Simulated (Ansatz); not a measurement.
Input:

```xyz
2
Lattice="0.0000 2.1212 2.1212 2.1212 0.0000 2.1212 2.1212 2.1212 0.0000" Properties=species:S:1:pos:R:3 pbc="T T T"
Si     0.0000     0.0000     0.0000
C      1.0606     1.0606     1.0606
```

No spin polarisation.

Computed with Ansatz (an electronic-structure program), LDA, PAW, cutoff 420 eV, no spin-orbit coupling. k-mesh 13×13×13 (Γ-centred); smearing 0.05 eV (Fermi–Dirac).

Task: Predict the electron mass and band gap.

Result: 
* **Electron mass**: 0.66 mₑ along k, 0.22 mₑ across (at X)
* **Band gap**: 1.24 eV

The cells carry an imposed strain or load. Effective masses come from finite differences of ±0.01 Å⁻¹. Along k means along the line from Γ to the band edge. No phonon test of stability was made. The cell was made from SiC in the zinc blende structure (space group F-43m, No. 216) by this change: isotropic strain −2.00 %.
